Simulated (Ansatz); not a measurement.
Levels about the gap of amorphous In₂₄O₃₉W (64 atoms in a cell of 907 Å³, 6.53 g/cm³; zone centre alone, so wide bands show as single levels with stretches between that a denser mesh fills), at the geometry that PBE relaxed, where it gives 0.0 GPa on a denser mesh. The participation number counts the atoms over which a state spreads; weights are charges in smoothed Voronoi cells. The levels come from a single point, so bond lengths are those of that geometry. Method of the levels: PBE, scalar-relativistic without spin-orbit coupling (Ansatz, a program for electronic structure). Sampling: the zone centre alone; Fermi-Dirac width 0.02 eV; no spin polarisation. At PBE the levels at the filled edge of the gap are localised (band-tail or defect states).

It comes from a melt-quench run on a machine-learned potential (CHGNet), relaxed afterwards by DFT. O atoms were pushed apart under 1.9 Å during the dynamics, to hinder bonds among them. The hot cell started wider than the set density and was brought back towards it in steps. It is the lowest in DFT energy of 2 quenches. It is a model cell: composition and starting density were chosen by hand, and all elements were melted together. No dispersion term was used. Its density started from a set value of 6.53 and ended at 6.53 g/cm³. The simulated quench (nominally 220 K/ps over its main leg) is rapid and tends to freeze in more defects than a deposited or slowly cooled glass has. One small periodic cell is one sample of the glass; other quenches scatter about these values. The volume was held where the preparation left it and the shape relaxed, at a PBE pressure of 0.0 GPa. On a 2×2×2 Γ-centred mesh force components of up to 0.17 eV/Å stay, since the relaxation ran on the zone centre alone.

```csv
"E - E(highest filled), eV",filling,participation number,largest on,weight O,weight In,weight W
-0.36,filled,15.1,"O, 3 neighbours",0.95,0.05,0.00
-0.34,filled,15.3,"O, 3 neighbours",0.94,0.06,0.00
-0.30,filled,10.6,"O, 3 neighbours",0.95,0.05,0.00
-0.26,filled,14.3,"O, 4 neighbours",0.94,0.06,0.00
-0.24,filled,16.4,"O, 4 neighbours",0.95,0.05,0.00
-0.21,filled,12.8,"O, 3 neighbours",0.94,0.06,0.00
0.00,filled,6.9,"O, 3 neighbours",0.93,0.07,0.00
0.61,empty,59.3,"In, 5 neighbours",0.56,0.43,0.00
2.62,empty,5.1,"W, 6 neighbours",0.43,0.15,0.42
2.86,empty,5.1,"W, 6 neighbours",0.45,0.13,0.42
3.08,empty,7.0,"W, 6 neighbours",0.47,0.18,0.35
3.28,empty,23.8,"In, 5 neighbours",0.57,0.37,0.06
3.44,empty,34.6,"In, 6 neighbours",0.59,0.39,0.02
3.52,empty,26.1,"W, 6 neighbours",0.57,0.29,0.14
```

Most localised among these is the empty level at +2.62 eV, on a W atom, which has 6 neighbours (O 1.81 Å, O 1.87 Å, O 1.93 Å, O 1.94 Å, O 1.97 Å, O 2.28 Å).
